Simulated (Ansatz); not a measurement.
Sc: response to strain

The reference is Sc in the hcp (Mg type) structure (space group P6_3/mmc, No. 194; relaxed with 0.1 eV smearing).

```
Sc
1.0
    3.27535     0.00000     0.00000
   -1.63768     2.83654     0.00000
    0.00000     0.00000     5.10512
Sc
2
Cartesian
  1.63768   0.94551   1.27628
  0.00000   1.89103   3.82884
```

Cartesian axes are those of the cell as printed.

Strains are applied to the cell and any free atomic positions relax.

All numbers come from PBEsol (Ansatz, a first-principles code), scalar-relativistic without spin-orbit coupling.

Notes on the quantities. energy relative to the base: free energy F.

```csv
change,shortest interatomic distance,energy relative to the base
base,3.177 Å,0 meV/atom
tensor shear ε_xz = +0.29 %,3.169 Å,+0.1 meV/atom
tensor shear ε_xz = +0.86 %,___,+0.7 meV/atom
tensor shear ε_xz = +1.43 %,___,+1.9 meV/atom
tensor shear ε_xz = +2.00 %,3.126 Å,+3.8 meV/atom
tensor shear ε_xz = +1.71 %,3.133 Å,+2.8 meV/atom
tensor shear ε_xz = +1.14 %,3.147 Å,+1.2 meV/atom
tensor shear ε_xz = +0.57 %,3.162 Å,___
```

Task: What belongs in the blanks?

Result: 
- tensor shear ε_xz = +0.86 %, shortest interatomic distance: 3.154 Å
- tensor shear ε_xz = +1.43 %, shortest interatomic distance: 3.139 Å
- tensor shear ε_xz = +0.57 %, energy relative to the base: +0.3 meV/atom

Stability against distortions was not tested. The final runs are not spin-polarised.
